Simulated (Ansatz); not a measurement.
The starting structures come from a database of crystals and need not be the phases stable at ambient conditions.

 Where the default PAW files enter, the runs use the earlier of Ansatz's two default sets.

Crystal: CaHClO (P6_3mc, not sure to be the ambient phase, 8 atoms a cell, 15.9 Å³ an atom); planes in its conventional cell.

These are r2SCAN (plane waves, PAW; Ansatz, a quantum-chemistry and plane-wave program) values and carry that method's errors.

The gap is the functional's own. No spin-orbit coupling. Mid-gap values are interpolated on the energy grid.

| plane | area of the cell (Å²) | mid-gap κ (1/Å) | largest κ in the gap (1/Å) |
|---|---|---|---|
| (001) | 13.0 | 0.46 | 0.47 |
| (100) | 38.0 | (withheld) | (withheld) |

The slowest decay depends on the direction. Supply the withheld values.


- (100), mid-gap κ (1/Å): 0.41
- (100), largest κ in the gap (1/Å): 0.41
